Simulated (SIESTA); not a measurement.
SIESTA run on Hf (P6_3/mmc, 2 atoms in the cell): self-consistent single point.

Method: SIESTA with GGA PBE, numerical atomic orbitals DZP, PseudoDojo PBE standard norm-conserving potentials (rewritten from UPF to PSML).

```yaml
crystal:
  lattice:
    - [3.26229, 0.00000, 0.00000]
    - [-1.63115, 2.82523, 0.00000]
    - [0.00000, 0.00000, 5.15553]
  atoms:
    - { symbol: Hf, position: [0.33333, 0.66667, 0.25000] }
    - { symbol: Hf, position: [0.66667, 0.33333, 0.75000] }
```

Reference input (self-consistent single point, DFT, GGA PBE, numerical atomic orbitals DZP, PseudoDojo PBE standard norm-conserving potentials (rewritten from UPF to PSML)): XC.functional = GGA; XC.authors = PBE; potentials = PseudoDojo PBE standard; PAO.BasisSize = DZP; PAO.EnergyShift = 0.01 Ry; MeshCutoff = 350 Ry; kgrid.MonkhorstPack = 12 12 7; OccupationFunction = FD; ElectronicTemperature = 100 meV; MaxSCFIterations = 150; SCF.Mixer.Method = Broyden; SCF.Mixer.Weight = 0.25. This run's input differs from it in these lines:

```diff
@@ -27,8 +27,8 @@
 %block kgrid.MonkhorstPack
-   12   0   0  0.0
-    0  12   0  0.0
-    0   0   7  0.0
+   11   0   0  0.0
+    0  11   0  0.0
+    0   0   6  0.0
 %endblock kgrid.MonkhorstPack
 OccupationFunction           FD
-ElectronicTemperature        100.0 meV
+ElectronicTemperature        30.0 meV
```

Output, abridged:

```
        iscf     Eharris(eV)        E_KS(eV)     FreeEng(eV)     dDmax    Ef(eV) dHmax(eV)
   scf:    1    -3067.262932    -3067.947631    -3067.951964  1.005685 -2.670814  4.579325
   scf:    2    -3068.775902    -3068.376743    -3068.381623  0.076741 -2.871596  2.927946
   scf:    3    -3068.871027    -3068.671749    -3068.676923  0.127611 -3.259352  0.017835
   scf:    4    -3068.672040    -3068.671899    -3068.677060  0.001337 -3.259767  0.013331
   scf:    5    -3068.672110    -3068.672013    -3068.677160  0.003185 -3.263165  0.008212
   [... 7 lines left out ...]
   scf:   13    -3068.672023    -3068.672022    -3068.677164  0.000021 -3.266610  0.000146
   scf:   14    -3068.672023    -3068.672022    -3068.677164  0.000014 -3.266636  0.000106
   scf:   15    -3068.672023    -3068.672023    -3068.677164  0.000011 -3.266656  0.000078
   scf:   16    -3068.672023    -3068.672023    -3068.677164  0.000008 -3.266671  0.000060
SCF Convergence by DM+H criterion
max |DM_out - DM_in|         :     0.0000080002
max |H_out - H_in|      (eV) :     0.0000596323
SCF cycle converged after 16 iterations

Using DM_out to compute the final energy and forces

siesta: E_KS(eV) =            -3068.6720

siesta: E_KS - E_eggbox =     -3068.6720

siesta: Atomic forces (eV/Ang):
     1    0.000036   -0.000020    0.000000
     2   -0.000036    0.000020   -0.000000
   Tot   -0.000000   -0.000000    0.000000
   Max    0.000036
   Res    0.000024    sqrt( Sum f_i^2 / 3N )
   Max    0.000036    constrained

Stress tensor Voigt[x,y,z,yz,xz,xy] (kbar):       78.54       78.59       75.90       -0.00        0.00        0.05
(Free)E + p*V (eV/cell)    -3070.9809
Target enthalpy (eV/cell)    -3068.6772

siesta: Program's energy decomposition (eV):
siesta: FreeEng =     -3068.677164

   [... lines left out ...]
siesta:     0.049019    0.000030   -0.000000
siesta:     0.000030    0.049054   -0.000000
siesta:     0.000000   -0.000000    0.047375

siesta: Cell volume =         47.517064 Ang**3

siesta: Pressure (static):
siesta:                Solid            Molecule  Units
siesta:          -0.00052804         -0.00052803  Ry/Bohr**3
siesta:          -0.04848245         -0.04848191  eV/Ang**3
siesta:         -77.67745076        -77.67658580  kBar
```

The run converged in 16 iterations. Against the reference run the free energy rises by 12.3 meV/atom and the pressure moves little (-7.85 to -7.77 GPa).

The starting cell comes from a database of computed structures (which also holds hypothetical and non-ambient phases and stackings), without a prior relaxation at this level. Its lattice was rescaled by a random factor within 2.5 % of one. Values carry the incompleteness of an atom-centred basis. With a pressure of about -8 GPa the cell is away from its equilibrium volume at this level.

Cost on one core of a shared machine: roughly 40 s.
